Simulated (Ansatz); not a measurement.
Structures of equal composition on the (000-1) surface of 4H silicon carbide (C plane on top): (√3x√3)R30° Sb adatom at H3; (√3x√3)R30° Sb adatom at T4. The slabs share one bottom face, and each structure is named by its start. These are constructed structures in small cells; real faces may alloy, dewet or reconstruct in larger ones, and not all known structures of the face are among them. Slabs of about 11 Å, Fermi-Dirac smearing of 0.025 eV. Bottom of the slabs: H caps. Relaxed from the named starts with such symmetry as they have, on meshes of like density; energies extrapolated to zero smearing; spin only where a row says so; no spin-orbit coupling, no U. Brackets mark spin-polarised runs, whose order is one that fits the cell. Where a second, spin-polarised start was run, the lower counts.

These are PBE (plane waves to 420 eV, PAW; Ansatz, a first-principles code) values and carry that method's errors.

### Question
Put the candidates in order of energy per 1x1 cell, lowest first, for PBE.

### Answer
(√3x√3)R30° Sb adatom at T4 (0.000 eV, gap 2.20 eV on the mesh), (√3x√3)R30° Sb adatom at H3 (0.079 eV, gap 1.73 eV on the mesh)
